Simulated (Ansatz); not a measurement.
Q: Name crystals whose resistivity at 300 K lies between 14.4 and 23 μΩ·cm and whose mean free path at 300 K lies between 4.8 and 7.5 nm, by PBEsol, DFPT electron-phonon coupling, linearised Boltzmann equation (Ansatz, a quantum-chemistry and plane-wave program).

A: Many crystals can fit; among those computed here:
- CoTe (P6_3/mmc): 18.0 μΩ·cm, 6.0 nm
- RhTe (P6_3/mmc): 22 μΩ·cm, 4.9 nm
- PtSb (P6_3/mmc): 17.0 μΩ·cm, 6.8 nm
- LaPb$_{3}$ (Pm-3m): 18.7 μΩ·cm, 6.3 nm
- LuRh3B (Pm-3m): 22 μΩ·cm, 6.8 nm

Metals; harmonic phonons alone scatter; means over directions. The mean free path is weighted by the current that each state carries. Halving the electron mesh moves these values by up to 10 %; q meshes are mostly untested. Some of the runs warned that the eigensolver left states short of its tolerance. Spin-orbit coupling is left out.

Formula and space group known from diffraction (Crystallography Open Database), not checked to be the room-temperature form: CoTe (P6_3/mmc), LaPb3 (Pm-3m), LuRh3B (Pm-3m), PtSb (P6_3/mmc), RhTe (P6_3/mmc). Treated as nonmagnetic (a ferromagnetic start lost its moment, other orders weren't tried): CoTe (P6_3/mmc). The missing spin-orbit coupling matters most for LaPb3 (Pm-3m), LuRh3B (Pm-3m), PtSb (P6_3/mmc).
